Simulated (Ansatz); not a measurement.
B on the Si site + C vacancy (B_Si+V_C) in metastable 2H silicon carbide: one set of geometries, relaxed with PBE, evaluated in Ansatz (PAW, plane waves to 420 eV, 500 eV under r2SCAN) with PBE, r2SCAN.

Set-up: 96-site cell; 2×2×2 shifted k-points; start: the Si site; C 1.91 Å away, along c; charged states image-corrected; finite-size errors of tenths of an eV; relaxed from one start, so a lower configuration may exist; flagged in the runs: a host whose relaxation on this sampling wasn't shown to rest, a strain field that reaches the edge of the cell.

| quantity | PBE | r2SCAN |
|---|---|---|
| host gap (eV) | 2.31 | 2.68 |
| ε(+1/0) above the VBM (eV) | 1.58 | 1.72 |
| neutral formation energy against alpha boron, graphite, silicon (eV) | 4.29 | 4.94 |
| largest moment on one atom at charge 0 (μB) | 0.10 | 0.11 |

PBE narrows the gap by 0.37 eV against r2SCAN, the highest level run, and puts the levels 0.14 eV lower above the valence-band maximum on average.

Ansatz is a program for electronic structure.
